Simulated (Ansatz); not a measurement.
**S on the 1x1 (101) surface of anatase TiO2 (cut with top plane O), one in a 1x1 cell, started at the site 'over Ti at depth 0.9 Å'**

Host crystal: anatase TiO2, with a band gap (PBE, scalar-relativistic without spin-orbit coupling).

Computed with PBE (plane waves to 420 eV, PAW; Ansatz, a quantum-chemistry and plane-wave program).

Set-up: 19 atoms, 9.4 Å thick at the start under the adsorbate (thin: gaps and levels are the slab's own); mesh 6x4x1; 0.01 eV smearing; dipole correction on; 7 atoms held, the rest relaxed; held to the part of the start's symmetry that mesh and held atoms allow; spin-polarised, ending with about 2.0 μB a cell; orders that need a larger cell were not tried, no spin-orbit, no U, no dispersion correction. At the end it is bonded to Ti. In PBE this state lies 1.43 eV over the lowest of the starts that converged ('top O', where the adsorbate paired with a surface O atom).

The adsorption energy against ⅛ S8(g) comes out as 2.62 eV and the gap of the slab on its k-mesh is 0.37 eV. The highest filled level below the top vacuum level is 6.87 eV and the change of the step from the bottom to the top vacuum level, against the clean slab is -0.35 eV. The energy released by relaxation comes out as 0.13 eV and the height of the binding atom over the mean of the host atoms within 0.3 Å of the top one is 1.674 Å. The magnetic moment of the cell is 2.00 μB. The nearest host atoms of the binding atom is O at 2.43 Å, Ti at 2.55 Å, O at 3.12 Å and the largest move of a host atom is 0.09 Å. The cost is around 13 core-minutes (rough).

A negative adsorption energy means that the adsorbate is more stable on the surface than in its reference.
